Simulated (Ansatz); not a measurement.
# Ni on the (000-1) surface of 4H silicon carbide (H on every top atom; a constructed slab, bottom: 1 H on 1 bottom sites), one in a cell of 33 Å², started at the site 'hollow H-H-H over Si at depth 1.7 Å'

Host crystal: 4H silicon carbide, with a band gap (PBE, scalar-relativistic without spin-orbit coupling).

All values below come from PBE (plane waves to 420 eV, PAW; Ansatz, a quantum-chemistry and plane-wave program).

Model: 41-atom slab, 10.8 Å thick at the start with caps and adatoms under the adsorbate (thin: gaps and levels are the slab's own), 4x4x1 mesh, Fermi-Dirac 0.01 eV, dipole correction, 20 atoms held, the rest relaxed; held to the start's symmetry, so lower structures may exist; spin-polarised, no spin-orbit, no U, no dispersion correction. The starting moment vanished. At the end it is bonded to 3 C + 3 H + Si. In PBE this state lies 0.56 eV over the lowest of the starts that converged ('hollow H-H-H over Si at depth 4.2 Å').

```
Quantity                                                                                                                 Value
--------------------------------------------------------------------------------------  --------------------------------------
adsorption energy against an atom of fcc Ni, ferromagnetic                                                             4.09 eV
change of the step from the bottom to the top vacuum level, against the clean slab                                     0.47 eV
energy released by relaxation                                                                                          0.43 eV
height of the binding atom over the mean of the host atoms within 0.3 Å of the top one                                 0.315 Å
magnetic moment of the cell                                                                                            0.00 μB
nearest host atoms of the binding atom                                                   H at 1.81 Å, H at 1.81 Å, H at 1.81 Å
largest move of a host atom                                                                                             0.08 Å
cost                                                                                    about 15 core-minutes (a rough figure)
```

A negative adsorption energy means that the adsorbate is more stable on the surface than in its reference.
